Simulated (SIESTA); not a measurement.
SIESTA run on HgPt (P1, 2 atoms in the cell): self-consistent single point.

Computed with GGA PBEsol, numerical atomic orbitals TZP, PseudoDojo PBEsol standard norm-conserving potentials (rewritten from UPF to PSML) (SIESTA).

```
CELL_PARAMETERS angstrom
      2.97100     0.00000     0.00000
      0.00000     2.97100     0.00000
      0.00000     0.00000     3.82500
ATOMIC_POSITIONS crystal
  Hg 0.01234 0.02208 0.98440
  Pt 0.48766 0.47792 0.51560
```

Reference input (self-consistent single point, DFT, GGA PBEsol, numerical atomic orbitals TZP, PseudoDojo PBEsol standard norm-conserving potentials (rewritten from UPF to PSML)): XC.functional = GGA; XC.authors = PBEsol; potentials = PseudoDojo PBEsol standard; PAO.BasisSize = TZP; PAO.EnergyShift = 0.01 Ry; MeshCutoff = 350 Ry; kgrid.MonkhorstPack = 11 11 8; OccupationFunction = FD; ElectronicTemperature = 0.1 eV; MaxSCFIterations = 150; SCF.Mixer.Method = Broyden; SCF.Mixer.Weight = 0.1. This run's input differs from it in these lines:

```diff
@@ -33,3 +33,3 @@
 OccupationFunction           FD
-ElectronicTemperature        0.1 eV
+ElectronicTemperature        0.002 eV
```

Log, with long lists cut:

```
        iscf     Eharris(eV)        E_KS(eV)     FreeEng(eV)     dDmax    Ef(eV) dHmax(eV)
   scf:    1    -8029.464413    -8056.831443    -8056.831466  1.965524  1.860582 34.346024
   scf:    2    -8085.587760    -8073.029997    -8073.030018  0.413512  1.350529 21.322722
   scf:    3    -8085.160062    -8080.352394    -8080.352401  0.518777  0.645578  7.950365
   scf:    4    -8081.902206    -8081.723414    -8081.723449  0.431093 -0.152085  2.762845
   scf:    5    -8082.057235    -8081.926271    -8081.926299  0.078454 -0.243972  0.971051
   [... 6 lines left out ...]
   scf:   12    -8081.957196    -8081.957195    -8081.957209  0.000128 -0.321216  0.002544
   scf:   13    -8081.957196    -8081.957195    -8081.957209  0.000118 -0.321410  0.001765
   scf:   14    -8081.957196    -8081.957196    -8081.957209  0.000095 -0.321585  0.001058
   scf:   15    -8081.957196    -8081.957196    -8081.957209  0.000064 -0.321709  0.000562
SCF Convergence by DM+H criterion
max |DM_out - DM_in|         :     0.0000638586
max |H_out - H_in|      (eV) :     0.0005624836
SCF cycle converged after 15 iterations

Using DM_out to compute the final energy and forces

siesta: E_KS(eV) =            -8081.9572

siesta: E_KS - E_eggbox =     -8081.9572

siesta: Atomic forces (eV/Ang):
     1   -0.432953   -0.735004    1.353112
     2    0.440030    0.726491   -1.345080
   Tot    0.007076   -0.008512    0.008031
   Max    1.353112
   Res    0.920982    sqrt( Sum f_i^2 / 3N )
   Max    1.353112    constrained

Stress tensor Voigt[x,y,z,yz,xz,xy] (kbar):      -13.06       -5.82       -6.95       24.91       14.87       -8.25
(Free)E + p*V (eV/cell)    -8081.7758
Target enthalpy (eV/cell)    -8081.9572

siesta: Program's energy decomposition (eV):
siesta: FreeEng =     -8081.957209

   [... lines left out ...]
siesta:    -0.008152   -0.005148    0.009281
siesta:    -0.005148   -0.003632    0.015548
siesta:     0.009282    0.015549   -0.004336

siesta: Cell volume =         33.762667 Ang**3

siesta: Pressure (static):
siesta:                Solid            Molecule  Units
siesta:           0.00005852          0.00018057  Ry/Bohr**3
siesta:           0.00537345          0.01657960  eV/Ang**3
siesta:           8.60921643         26.56344443  kBar
```

The run converged in 15 iterations. Against the reference run the free energy goes up by 4.5 meV/atom, the pressure hardly changes (0.92 to 0.86 GPa) and the largest force hardly changes (1.603 to 1.600 eV/Å).

The starting cell comes from a database of published, mostly measured structures (it also holds non-ambient and calculated ones), without a prior relaxation at this level. Its atoms were displaced at random from the sites of space group no. 123. Spin polarisation is off. Values carry the incompleteness of an atom-centred basis. Forces in this geometry exceed 1 eV/Å.

Cost on one core of a shared machine: roughly 30 s.
